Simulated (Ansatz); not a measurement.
Start from WS$_{2}$ in the 2H-MoS2 type structure (space group P6_3/mmc, No. 194; a = 3.115 Å, c = 11.773 Å; layered, stacked along the Cartesian z axis).

Modification: a free-standing slab of 1 layer (3 atoms, 3 a layer) is cut normal to the stacking axis, with 15 Å of vacuum and the in-plane cell relaxed.

Levels (all Ansatz, a first-principles code, PAW): PBEsol-D3(BJ) (420 eV, no SOC); r2SCAN (500 eV, spin-orbit coupling left out); HSE06 (420 eV, spin-orbit coupling left out).

At the geometry relaxed with PBEsol-D3(BJ), these levels gave the following band gaps, in shuffled order: (a) 2.17 eV, (b) 1.99 eV, (c) 2.56 eV.

Match each gap to its level.

(a) r2SCAN; (b) PBEsol-D3(BJ); (c) HSE06.

Single points use the geometry relaxed with PBEsol-D3(BJ). HSE06 was sampled on its mesh, a few special points and the semilocal edge points, so its gap is an upper bound. With W present, leaving out spin-orbit coupling can change the band edges. No phonon test of stability was made.
